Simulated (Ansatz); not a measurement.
System: cubic perovskite BaLiF3. Method: rVV10 in Ansatz (PAW).

Settings: plane-wave cutoff 520 eV, 8×8×8 k mesh, Fermi–Dirac smearing 0.01 eV, scalar-relativistic PAW data made under PBE.

Cell (relaxed at this level):

BaLiF3 is modelled in the cubic space group Pm-3m (No. 221), the cubic perovskite structure, Pearson symbol cP5. Cell: a = b = c = 4.007 Å, α = β = γ = 90.00°. Ba on 1a sees 12 F at 2.833 Å (cuboctahedral). Li on 1b is surrounded by 6 F at 2.003 Å (octahedral). F on 3c sees 2 Li at 2.003 Å and 4 Ba at 2.833 Å (octahedral). (Neighbours: up to the widest gap in distance over summed covalent radii, below 1.35, at either atom; cation-cation and far metal-metal contacts left out.)

Give the computed bulk modulus, band gap and pressure derivative B′ of the bulk modulus.


* **bulk modulus**: 78.4 GPa
* **band gap**: 6.64 eV
* **pressure derivative B′ of the bulk modulus**: 4.7

Note: the relaxation could not lower the start's symmetry, so the cell can be a saddle point above a distorted one.

Spin–orbit coupling is not included.

Cost on a shared machine: very roughly 40 core-seconds.

Ansatz is a first-principles code.
